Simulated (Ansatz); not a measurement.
Band structure of LaSbTe (P4/nmm, 6 atoms in the cell).

```xyz
6
Lattice="4.4540 0.0000 0.0000 0.0000 4.4540 0.0000 0.0000 0.0000 9.8374" Properties=species:S:1:pos:R:3 pbc="T T T"
La     0.0000     2.2270     7.1057
La     2.2270     0.0000     2.7316
Sb     0.0000     0.0000     0.0000
Sb     2.2270     2.2270     0.0000
Te     0.0000     2.2270     3.6647
Te     2.2270     0.0000     6.1727
```

Level of theory: PBEsol, PAW files made with PBE (plane waves; Ansatz, a first-principles code).

Settings: basis.ecutwfc = 420 eV; kpoints.mp_grid.grid = 5 5 3; hamiltonian.xc = pbesol; hamiltonian.pseudopotentials = {kind: paw} (an earlier, softer set of the program's PAW files); scf.occupations.method = fermi_dirac; scf.occupations.width = 0.1 eV; kpoints.band_path.npoints = 8.

The starting cell comes from a database of computed structures (which also holds hypothetical and non-ambient phases and stackings), without a prior relaxation at this level. Its lattice was rescaled by a random factor within 2.5 % of one. Spin-orbit coupling is off.

Levels in eV from the Fermi level, bands 39 to 46:
```csv
point,39,40,41,42,43,44,45,46
Γ,-0.62,-0.50,-0.50,-0.01,0.34,1.71,1.75,1.94
X,-0.81,-0.81,-0.61,-0.61,-0.08,-0.08,1.89,1.89
M,-1.40,-1.40,-1.30,-1.30,1.87,1.87,2.03,2.03
Z,-1.18,-0.73,-0.49,-0.49,0.70,1.48,1.86,1.98
R,-0.87,-0.87,-0.53,-0.53,0.27,0.27,1.90,1.90
A,-1.38,-1.38,-1.31,-1.31,1.88,1.88,1.92,1.92
```

Bands cross the Fermi level along this path, so the cell is metallic at this level.

Keys are those of Ansatz 0.2.
